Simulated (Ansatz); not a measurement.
Given:

```
CELL_PARAMETERS angstrom
      0.00000     1.77691     1.77691
      1.77691     0.00000     1.77691
      1.77691     1.77691     0.00000
ATOMIC_POSITIONS crystal
  C  0.00000 0.00000 0.00000
  C  0.25000 0.25000 0.25000
```

A single point on Si with a change (Si → C), its geometry relaxed with PBEsol.

Level of theory: Ansatz (a program for electronic structure), HSE06, PAW, cutoff 420 eV, with spin-orbit coupling. Settings: 10×10×10 k-points, 0.01 eV Fermi–Dirac smearing.

Predict the valence-band top at Γ (three highest Kramers pairs, from the VBM).

0.00, 0.00, -0.01 eV.

What is the computed band gap?

5.31 eV.

Single points use the geometry relaxed with PBEsol. HSE06 gaps are upper bounds (no full band path). Whether these cells are dynamically stable was not tested. The cell was made from Si by this change: Si → C.
